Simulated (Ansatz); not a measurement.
Thermal properties of WC (P-6m2, relaxed from the WC type) at 300 K from quasi-harmonic approximation in Ansatz (plane waves, PAW), for several functionals and conditions. The first row is the reference, at zero pressure. The run noted for some of its cells that some bands missed the eigensolver's tolerance. Spin-orbit coupling is not included.

```csv
run,q mesh / k mesh,V (Å³/atom),α_a (10⁻⁶/K),α_c (10⁻⁶/K),bulk modulus B_T (GPa),γ,C_P (J/mol/K)
PBEsol,4×4×3 / 12×12×12,10.35,3.6,3.3,398,1.48,35.3
"PBEsol, coarser phonon mesh (3×3×3)",3×3×3 / 12×12×12,10.35,3.6,3.2,398,1.48,35.4
PBE,4×4×3 / 12×12×12,10.60,3.9,3.6,374,1.52,35.9
r2SCAN,4×4×3 / 12×12×12,10.48,3.6,3.5,392,1.51,35.4
"PBEsol, pressure 15 GPa",4×4×3 / 16×16×12,9.99,(withheld),2.8,(withheld),1.43,34.2
"PBEsol, pressure 30 GPa",4×4×4 / 16×16×12,9.69,2.6,2.3,519,1.37,33.2
"PBEsol, pressure 5 GPa",4×4×3 / 16×16×12,10.23,3.4,3.1,417,1.47,35.0
```

**Question.** Complete the blanks.

**Answer.** 
- PBEsol, pressure 15 GPa, α_a (10⁻⁶/K): 3.0
- PBEsol, pressure 15 GPa, bulk modulus B_T (GPa): 459

The crystal is held in this phase throughout; melting and phase transitions are not modelled. The runs of WC (PBE), WC (PBEsol) noted for some cells that some bands missed the eigensolver's tolerance; how far this moves their values was not measured.

The PAW data sets were generated under PBE and serve the other functionals too.

Ansatz is a quantum-chemistry and plane-wave program.
